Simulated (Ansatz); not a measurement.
System: CsCl-type CoAl. Method: revPBE in Ansatz (PAW).

Run with plane-wave cutoff 520 eV, 20×20×20 k mesh, Fermi–Dirac smearing 0.05 eV, no spin polarisation, scalar-relativistic PAW data made under PBE.

Cell (relaxed at this level):

```yaml
crystal:
  lattice:
    - [2.86838, 0.00000, 0.00000]
    - [0.00000, 2.86838, 0.00000]
    - [0.00000, 0.00000, 2.86838]
  atoms:
    - { symbol: Al, position: [0.50000, 0.50000, 0.50000] }
    - { symbol: Co, position: [0.00000, 0.00000, 0.00000] }
```

Question: Give the computed bulk modulus B0 and pressure derivative B′ of the bulk modulus.

Answer: 
- bulk modulus B0: 171 GPa
- pressure derivative B′ of the bulk modulus: 4.3

The run finds no gap.

Measured, for comparison: bulk modulus 162 GPa (room temperature, not corrected to a static lattice; as tabulated in Yamada et al. (2019), arXiv:1910.09660). Computed (rounded) less measured: bulk modulus +6 %. A static lattice is as a rule a little smaller and stiffer than an uncorrected measurement, which narrows the difference in the bulk modulus and would widen misses of the other sign.

The computed numbers hold no vibrational or temperature effects.

Ansatz is a quantum-chemistry and plane-wave program.
